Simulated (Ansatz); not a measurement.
**By hand: formation energy of Al_Ru in Ru (hcp, P6₃/mmc)**

This concerns the formation energy of Al_Ru in Ru (hcp, P6₃/mmc). Reaction: 63 Ru (hcp) + Al (fcc) → cell A.

A: a supercell of 64 sites of Ru (hcp, P6₃/mmc) with Al on a Ru site (12 Ru at 2.68–2.74 Å); spin state with PBE: run without spin.

Ansatz (a first-principles code) with PAW potentials; structures come from PBE relaxations, nuclei static, no net charge. Ansatz runs with its default PAW set. Other levels take these structures. The lattices are those relaxed with PBE, so at other levels the solids can be strained, which adds to the spread. Larger cells are relaxed from a start prepared with the learned potential CHGNet, on a coarser mesh till forces fall under 0.03 eV/Å, which some starts already meet. A dispersion term (D3(BJ), or D4 for r2SCAN) was computed beside these levels and is taken off wherever the name lacks it. Mesh and cell size may move defect energies by 0.1 eV or more. Cell A has symmetry P-6m2 within 0.02 Å and got no random move, so less symmetric positions, which may lie lower, weren't tried.

Total energies of the cells in eV, at zero smearing width. They compare only within one column; the weights balance every element.

```
cell         atoms  weight            PBE      r2SCAN+D4
-----------  -----  ------  -------------  -------------
A: Ru:Al_Ru     64      +1  -370895.52465  -371666.25538
Ru (hcp)        64  −63/64  -376236.13743  -377015.92221
Al (fcc)         1      −1     -537.50370     -540.52430
```

PBE: (-370895.52465) − 63/64 × (-376236.13743) − (-537.50370) = -0.573 eV.

r2SCAN+D4: (-371666.25538) − 63/64 × (-377015.92221) − (-540.52430) = -0.683 eV.
